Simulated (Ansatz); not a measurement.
## B–N bond length (Å) in related cells

A. BN (zinc blende, F-43m)
B. BN (P6₃/mmc)

Plane-wave PAW calculations with Ansatz (a program for electronic structure), its default PAW set. Each column's cells are at rest at that level. No structure search was made; lower ones may exist. Atoms count as bonded under 1.18 times the sum of their covalent radii (1.35 for H and a metal); two metal atoms count in their first shell alone, and not where both have two or more other neighbours. Mean, with the range where bonds differ.

```csv
system,PBE+D3(BJ),r2SCAN+D4 (own geometry)
A,1.562,1.560
B,1.447,1.443
```

With PBE+D3(BJ) the value of A exceeds that of B by 0.115 Å. With r2SCAN+D4 (own geometry) the value of A exceeds that of B by 0.117 Å.
